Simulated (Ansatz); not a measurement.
# GaAs: biaxial strain +0.50 %, plane normal [001], relaxed out of plane

The parent structure is GaAs in the zinc blende structure (space group F-43m, No. 216; a = 5.603 Å). Axes: x, y, z lie along the cube axes.

It is then changed as follows: tensile biaxial strain of 0.50 % in the plane normal to [001], as in epitaxy on a mismatched substrate; the out-of-plane cell vector and the atoms relax.

All numbers come from Ansatz (a quantum-chemistry and plane-wave program), LDA, PAW, cutoff 420 eV, without spin-orbit coupling. Γ-centred 10×10×10 mesh, Fermi–Dirac width 0.05 eV.

```json
[
 {"quantity": "volume per atom", "base": "21.98 Å³", "changed": "22.11 Å³", "shift": "+0.121 Å³"},
 {"quantity": "space group", "base": "F-43m (No. 216)", "changed": "I-4m2 (No. 119)", "shift": "–"},
 {"quantity": "shortest interatomic distance", "base": "242.6 pm", "changed": "243.1 pm", "shift": "+0.45 pm"},
 {"quantity": "energy relative to the base (free energy F)", "base": "0 meV/atom", "changed": "+0.4 meV/atom", "shift": "+0.4 meV/atom"},
 {"quantity": "pressure (mean of the normal stresses, compression positive)", "base": "0.01 GPa", "changed": "-0.40 GPa", "shift": "-0.405 GPa"},
 {"quantity": "band gap", "base": "0.49 eV", "changed": "0.41 eV", "shift": "-0.08 eV"},
 {"quantity": "gap character", "base": "direct at Γ", "changed": "direct at Γ", "shift": "–"},
 {"quantity": "electron mass", "base": "0.029 mₑ (at Γ)", "changed": "0.025 mₑ out of plane, 0.027 mₑ in plane (at Γ)", "shift": "–"},
 {"quantity": "valence-band top at Γ (three highest levels, from the VBM)", "base": "0.00, 0.00, 0.00 eV", "changed": "0.00, -0.05, -0.05 eV", "shift": "–"},
 {"quantity": "out-of-plane strain", "base": "–", "changed": "-0.45 %", "shift": "–"},
 {"quantity": "mean in-plane stress (compression positive)", "base": "–", "changed": "-0.6 GPa", "shift": "–"}
]
```

Final structure (turned so that z lies along the plane normal):

```xyz
2
Lattice="3.9816 0.0000 0.0000 0.0000 3.9816 0.0000 1.9908 -1.9908 2.7889" Properties=species:S:1:pos:R:3 pbc="T T T"
Ga     0.0000     0.0000     0.0000
As     3.9816     1.9908     1.3944
```

Masses are band curvatures over ±0.01 Å⁻¹ around the edge. Stability against distortions was not tested. Labels are those of the standard path for the cell's own space group.
